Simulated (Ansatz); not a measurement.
**CdSe: pressure series**

Base system: CdSe in the wurtzite structure (space group P6_3mc, No. 186; a = 4.3828 Å, c = 7.1544 Å).

Cell and atoms are relaxed at each pressure.

Calculations: PBE in Ansatz (plane waves to 420 eV, PAW, scalar-relativistic without spin-orbit coupling).

Two rows of this table had their results exchanged by mistake.

| pressure | volume per atom (Å³) | shortest distance (Å) | band gap |
|---|---|---|---|
| pressure −2 GPa | 31.31 | 2.728 | 0.43 eV |
| pressure −1 GPa | 30.48 | 2.704 | 0.49 eV |
| pressure 0.9 GPa | 29.20 | 2.665 | 0.58 eV |
| pressure 2.1 GPa | 28.51 | 2.644 | 0.63 eV |
| pressure 4.5 GPa | 21.09 | 2.372 | 0.24 eV |
| pressure 9 GPa | 25.76 | 2.557 | 0.84 eV |
| pressure 15 GPa | 24.17 | 2.501 | 0.94 eV |
| pressure 22.5 GPa | 22.60 | 2.432 | 0.83 eV |
| pressure 30 GPa | 27.38 | 2.609 | 0.72 eV |

Q: Which two?

A: The rows for pressure 4.5 GPa and pressure 30 GPa: the volume has to fall steadily with pressure, so 27.38 Å³ belongs to pressure 4.5 GPa and 21.09 Å³ to pressure 30 GPa.

Load acts through the strain it causes; cell and atoms are relaxed under it. No phonon test of stability was made. Measured, CdSe leaves this structure (for rock salt) near 2.72 GPa (temperature not stated; as listed in Datta, Sujoy, Jana, Debnarayan, arXiv (2020)), on rising pressure, with hysteresis. A zero or small gap of CdSe under pressure 30 GPa can be the functional's error rather than a property of the material.

Ansatz is a first-principles code.
